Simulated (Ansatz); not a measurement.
**Input and output of a self-consistent single point for TaC (Pm-3m, 2 atoms in the cell) (Ansatz, a first-principles code)**

Method of the run: PBEsol, default PAW files made with PBE (plane waves; Ansatz).

The input file:

Ansatz 0.2 input:
```yaml
crystal:
  lattice:
    - [2.907452, 0.000000, 0.000000]
    - [0.000000, 2.907452, 0.000000]
    - [0.000000, 0.000000, 2.907452]
  atoms:
    - { symbol: Ta, position: [0.000000, 0.000000, 0.000000] }
    - { symbol: C, position: [0.500000, 0.500000, 0.500000] }
basis:
  ecutwfc: 30.9 Ry
kpoints:
  mp_grid:
    grid: [8, 8, 8]
hamiltonian:
  xc: pbesol
  pseudopotentials:
    kind: paw
scf:
  occupations:
    method: fermi_dirac
    width: 0.0073 Ry
output:
  forces: true
  eigenvalues: true
  stress: true
```

Output (repeated stretches shortened):

```
WARN ansatz: RAYON_NUM_THREADS=1 ignored (pool sized by the plan → 1); use --threads N
Pseudopotentials: kind: paw
Pseudopotential: Ta, paw, valence charge 13
Pseudopotential: C, paw, valence charge 4
Crystal: 2 atoms, lattice volume = 24.577 Å³
Basis set: ecut = 420.4159175005146 eV, 461 PW (Γ), exchange–correlation on 40×40×40 points (8 copies of the dense FFT grid, shifted against one another)
Bands: 13, of which v1, the nominal top of the filled ones, is band 9 counted from 1 (8 counted from 0)
Symmetry: 48 space group operations
Space group: Pm-3m (ITA 221), of the structure as read, at distance tolerance 2.9e-5 Å
k-points: 35 of 512
PAW frozen core: Ta, regenerated for the run's functional, and the local potential with it
PAW frozen core: C, regenerated for the run's functional, and the local potential with it
Initial density: superposition of atomic densities (neutral atoms: chi_scale 0, normalization atom), corrected by the library's trained network
Initial wavefunctions: pseudopotential atomic-orbital guess
Eigensolver: davidson
Functional: x = pbesol(κ = 0.804, μ = 0.12345679012345678), c = pbesol(β = 0.046)
SCF iter   1: F=—  HF=-10052.131150 eV  |F-HF|=—  |Δ(HF+E_count)|=         —  Δρ=1.26e-2  dr2=5.31e-2  ethr=1.77e-3  ⟨swp⟩=5.7  Hψ=2259  notcnv=0
all-band conjugate gradients solve this SCF's bands
preconditioner: auto → none
SCF iter   2: F=—  HF=-10052.122684 eV  |F-HF|=—  |Δ(HF+E_count)|=   8.47e-3  Δρ=4.92e-3  dr2=8.11e-3  ethr=3.13e-4  ⟨swp⟩=1.1  Hψ=738  notcnv=0
SCF iter   3: F=—  HF=-10052.121421 eV  |F-HF|=—  |Δ(HF+E_count)|=   1.26e-3  Δρ=5.90e-4  dr2=3.43e-5  ethr=4.77e-5  ⟨swp⟩=2.0  Hψ=512  notcnv=0  defer=1
SCF iter   4: F=—  HF=-10052.121457 eV  |F-HF|=—  |Δ(HF+E_count)|=   3.57e-5  Δρ=1.29e-4  dr2=3.80e-6  ethr=2.02e-7  ⟨swp⟩=2.0  Hψ=561  notcnv=0  defer=1
iter 5 did not close the SCF: its close was put off for the readings that it lacked (scf_convergence_deferred on its scf_iter line)
SCF iter   5: F=-10052.121457 eV  HF=-10052.121457 eV  |F-HF|=5.57e-10  |Δ(HF+E_count)|=   1.08e-7  Δρ=7.76e-6  dr2=4.45e-9  ethr=2.23e-8  ⟨swp⟩=2.4  Hψ=609  notcnv=0  defer=1
SCF iter   6: F=-10052.121457 eV  HF=-10052.121457 eV  |F-HF|=5.53e-10  |Δ(HF+E_count)|=   3.01e-9  Δρ=1.48e-6  dr2=6.80e-10  ethr=2.62e-11  ⟨swp⟩=2.4  Hψ=1586  notcnv=0
SCF 1 converged in 6 iterations: F = -10052.121457 eV  dr2 = 6.80e-10
SCF converged after 6 iterations
Free energy (F): -10052.121457 eV
Harris-Foulkes:  -10052.121457 eV  (|F-HF|=5.53e-10)
Internal energy: -10052.083490 eV  (E = F + TS)
E sigma→0 (E₀):  -10052.102473 eV
Entropy (-TS):   -0.037967 eV (-18.984 meV/atom)
Fermi energy:    16.566268 eV
--- Per-component energies (eV) ---
  E_band       = -97.570112
  E_kinetic    = 446.245577
  E_local      = -606.065260  (includes V_loc(G=0)·N_el)
  E_nonlocal   = 42.851474
  E_hartree    = 200.095637
  E_xc         = -262.575282
  E_vxc        = -260.425874  (∫ρ·V_xc dr)
  E_paw        = -8366.513041  (= ΣΔE_a)
  E_vpaw       = -120.367063  (= ΣTr[D̂ρ^β])
  E_aug_tail   = 0.000138  (compensation charges beyond the density's cutoff)
  E_ewald      = -1506.357480
  E_core_change = 0.234747  (= ΣΔE_core)
  E_smearing   = -0.037967  (= −TS)
  E_closure    = 0.000000  (closes the sum)
  Σ components = -10052.121457   (vs F -10052.121457, Δ=0.00e0)
--- Forces (eV/Å), atoms counted from 1 ---
  atom   1  Ta    -0.00000000    -0.00000000     0.00000000
  atom   2  C      0.00000000     0.00000000    -0.00000000
  max |Σ_I F_I| component: 1.97e-31 eV/Å
--- Stress (GPa, compression-positive) ---
      -33.818921      -0.000000       0.000000
        0.000000     -33.818921       0.000000
        0.000000       0.000000     -33.818921
  P = ⅓ Tr σ = -33.8189 GPa (-338.189 kbar)
  The stress holds the Pulay correction. Without it, at fixed plane waves, as pw.x and ABINIT print it: P = -34.0490 GPa
--- Band table (eV; the first three rows and the last of 35) ---
  k-point 0: bands = ["-51.2099", "-17.3729", "-17.3729", "-17.3729", "3.6943", "13.9738", "13.9738", "17.5167", "17.5167", "17.5167", "21.0196", "21.0196", "21.0196"]
  k-point 1: bands = ["-51.2038", "-17.4854", "-17.3629", "-17.3629", "4.0027", "13.7651", "14.1013", "17.0156", "17.0156", "17.2854", "21.0818", "21.5066", "21.5066"]
  k-point 2: bands = ["-51.1890", "-17.7491", "-17.3387", "-17.3387", "4.8550", "12.4420", "14.4324", "16.0986", "16.0986", "18.3121", "21.2366", "22.4680", "22.4680"]
  k-point 34: bands = ["-51.0870", "-17.8961", "-17.8961", "-17.8961", "9.3787", "10.8890", "10.8890", "10.8890", "23.5634", "23.5634", "24.2361", "24.2361", "24.2361"]
```

The run converged in 6 iterations.

The starting cell was generated: these elements placed on a structure prototype, without a prior relaxation; it need not be a known phase or ordering of this composition. Spin-orbit coupling is off. Spin polarisation is off. With a pressure of about -34 GPa the cell is away from its equilibrium volume at this level. Ansatz's pressure includes its estimate of the finite-basis (Pulay) stress.
